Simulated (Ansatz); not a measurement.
CsCl-type AuZn (cubic form, which distorts at low temperature), treated with PBE-D3(BJ) in Ansatz (PAW).

Numerical settings: plane-wave cutoff 520 eV, 12×12×12 k mesh, Fermi–Dirac smearing 0.1 eV, perturbation theory, scalar-relativistic PAW data made under PBE.

Computed at the level's own relaxed cell.

Harmonic phonon frequencies (cm⁻¹; i marks an imaginary mode):

```csv
q point,frequencies
Γ,0 0 0 147 147 147
X,60 60 105 130 130 166
M,?
R,?
```

### Question
Fill in the missing entries.

### Answer

- M, frequencies: 21 21 66 131 181 181
- R, frequencies: 89 89 89 151 151 151

No imaginary mode appears at these points.

Note: the dispersion coefficients are held fixed in the derivatives; symmetry holds this phase in the static calculation, where it need not be a minimum.

Ansatz is a quantum-chemistry and plane-wave program.
